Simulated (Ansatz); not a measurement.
We consider AlZnInO4 (model structure, started from the InGaZnO4 type, R3m, No. 160, 7 atoms in the cell), described by r²SCAN0 in Ansatz (plane waves, PAW).

Input file:

Ansatz 0.2 input:
```yaml
crystal:
  lattice:
    - [1.628013397, 0.939933973, 8.5387993358]
    - [-1.628013397, 0.939933973, 8.5387993358]
    - [0.0, -1.879867946, 8.5387993358]
  atoms:
    - { symbol: In, position: [-0.0042848318, -0.0042848318, -0.0042848318] }
    - { symbol: Al, position: [0.2127951859, 0.2127951859, 0.2127951859] }
    - { symbol: Zn, position: [0.7816246033, 0.7816246033, 0.7816246033] }
    - { symbol: O, position: [0.1391510495, 0.1391510495, 0.1391510495] }
    - { symbol: O, position: [0.8794951183, 0.8794951183, 0.8794951183] }
    - { symbol: O, position: [0.2861728348, 0.2861728348, 0.2861728348] }
    - { symbol: O, position: [0.70504604, 0.70504604, 0.70504604] }
basis:
  ecutwfc: 520
  ecutrho_ratio: 4
  xc_grid: 3
kpoints:
  mp_grid: { grid: [8, 8, 8] }
hamiltonian:
  xc: r2scan0
  dispersion: none
  pseudopotentials: { kind: paw }
scf:
  occupations: { method: fermi_dirac, width: 0.01 }
  convergence: { dr2_threshold: 0.0000000007 }
output:
  forces: true
  stress: true
  eigenvalues: true
```

Output (set-up and result lines):

```
WARN output.stress: scf.exx.energy_threshold = 1e-6 eV is looser than the 7e-8 eV advised for a stress under a hybrid functional (1e-8 eV for each atom of the …
Crystal: 7 atoms, lattice volume = 78.398 Å³
Basis set: ecut = 520 eV, 2089 PW (Γ), FFT grids on a1−a3, a2−a3, a3, exchange–correlation on 75×75×216 points (27 copies of the dense FFT grid, shifted against one another)
Bands: 33, of which v1, the nominal top of the filled ones, is band 26 counted from 1 (25 counted from 0)
Symmetry: 6 space group operations
Space group: R3m (ITA 160), of the structure as read, at distance tolerance 4.3e-5 Å
k-points: 65 of 512 (time reversal used)
Functional: x = r2scan, c = r2scan; τ floored in thin density (d = 2e-4 eV/Å³), warm-up for x = 0.75 r2scan + 0.25 exact, c = r2scan; τ floored in thin density (d = 2e-4 eV/Å³)
SCF iter   1: F=—  HF=-11757.725241 eV  |F-HF|=—  |Δ(HF+E_count)|=         —  Δρ=1.50e-2  dr2=1.11e-1  dr2_τ=2.82e-1
SCF iter   2: F=—  HF=-11757.884323 eV  |F-HF|=—  |Δ(HF+E_count)|=   1.59e-1  Δρ=5.43e-3  dr2=1.16e-2  dr2_τ=1.98e-3
  ...
Crystal: 7 atoms, lattice volume = 78.398 Å³
Initial density: handed on by an earlier stage of this run
Functional: x = 0.75 r2scan + 0.25 exact, c = r2scan; τ floored in thin density (d = 2e-4 eV/Å³)
Crystal: 7 atoms, lattice volume = 78.398 Å³
SCF iter   5: F=—  HF=-11754.573306 eV  |F-HF|=—  |Δ(HF+E_count)|=   2.66e-8  Δρ=3.56e-6  dr2=7.62e-9  dr2_τ=6.65e-10
SCF iter   6: F=-11754.573306 eV  HF=-11754.573306 eV  |F-HF|=2.46e-10  |Δ(HF+E_count)|=   1.78e-9  Δρ=7.51e-7  dr2=4.13e-10  dr2_τ=6.60e-11
SCF 3 converged in 6 iterations: F = -11754.573306 eV  dr2 = 4.13e-10
Free energy (F): -11754.573305 eV
Internal energy: -11754.573305 eV  (E = F + TS)
E sigma→0 (E₀):  -11754.573305 eV
Fermi energy:    8.553660 eV
--- Forces (eV/Å), atoms counted from 1 ---
  atom   1  In     0.00000000    -0.00000000    -0.06535003
  atom   2  Al     0.00000000     0.00000000    -0.01359498
  atom   3  Zn     0.00000000    -0.00000000     0.12218900
  atom   4  O      0.00000000    -0.00000000     0.14253483
  atom   5  O      0.00000000    -0.00000000    -0.02636043
  atom   6  O      0.00000000     0.00000000     0.12863907
  atom   7  O      0.00000000    -0.00000000    -0.28785688
--- Stress (GPa, compression-positive) ---
       -4.320405       0.000000       0.000000
        0.000000      -4.320405       0.000000
        0.000000       0.000000      -4.568362
  P = ⅓ Tr σ = -4.4031 GPa (-44.031 kbar)
```

The PAW data were made under PBE.

Note: the relaxation could raise the start's symmetry but not lower it, so the cell can be a saddle point. Note: cell and atoms aren't relaxed at this level (largest force component 0.29 eV/Å, pressure -4.4 GPa).

A model structure was made by putting elements into a prototype or built by hand; it is no filed structure, need not be a known phase, and can be a saddle point held by its symmetry.

Ansatz is a program for electronic structure.
